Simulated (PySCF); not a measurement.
PySCF 2.14.0, B3LYP/def2-svp, df: Si(F)2(OH)(nBu) (CCCC[Si](O)(F)F), 18 atoms. The geometry is a generated start, not checked to be a minimum at this level.

```
Quantity                      Result
-------------------  ---------------
task                          energy
method                         b3lyp
basis                       def2-svp
two-electron scheme  density fitting
mol.max_memory               3000 MB
mf.max_cycle                     100
mf.init_guess        minao (default)
mf.DIIS              CDIIS (default)
mf.diis_space            8 (default)
mf.conv_tol          1e-09 (default)
mf.grids.level           3 (default)
basis functions                  166
grid points                   216344
```

```xyz
18

C     -1.5306     1.1309     0.6057
C     -1.6837    -0.3829     0.5566
C     -0.6038    -1.0840    -0.2673
C      0.8101    -0.9470     0.3270
Si     1.8888     0.4109    -0.3940
O      1.9772     0.2085    -1.9841
F      3.3637     0.3990     0.2476
F      1.4869     1.9325    -0.0782
H     -0.6216     1.4151     1.1259
H     -1.4913     1.5433    -0.3997
H     -2.3736     1.5765     1.1282
H     -2.6565    -0.6278     0.1216
H     -1.6739    -0.7818     1.5749
H     -0.6224    -0.6972    -1.2868
H     -0.8597    -2.1445    -0.3176
H      1.3427    -1.8872     0.1711
H      0.7304    -0.8300     1.4098
H      2.5174     0.7658    -2.5406
```

One run each on 2 threads, 1 BLAS thread. Values of level_shift (Hartree) tried: 0 (default), 0.1, 0.3, 1.

**Question.** Predict the course of the Fock builds along this series.

**Answer.** Fewest Fock builds, within one of each other: 0 (default) with 12, 0.1 with 12. The count rises to 27 at 1. All converge to one solution.

```tsv
level_shift (Hartree)	Fock builds	end
0 (default)	12	same solution
0.1	12	same solution
0.3	14	same solution
1	27	same solution
```
